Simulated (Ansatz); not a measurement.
Consider Ti in the hcp (Mg type) structure (space group P6_3/mmc, No. 194; a = 2.939 Å, c = 4.654 Å; relaxed with 0.1 eV smearing). Axes: x lies along a and z along c of the hexagonal cell.

Computed with Kohn–Sham DFT with the PBE functional, run in Ansatz (a quantum-chemistry and plane-wave program) with PAW and 420 eV plane waves, no spin-orbit coupling, earlier PAW set.

Before the change:

* **Volume per atom**: 17.41 Å³

Modification: compressive biaxial strain of 4.16 % in the plane normal to [001], as in epitaxy on a mismatched substrate; the out-of-plane cell vector and the atoms relax.

Question: What does the calculation give for the in-plane stress and volume per atom after the change?

Answer: The mean in-plane stress (compression positive) is +8.7 GPa; the volume per atom drops by 0.82 Å³ to 16.59 Å³.

No phonon test of stability was made. All final runs are without spin polarisation.
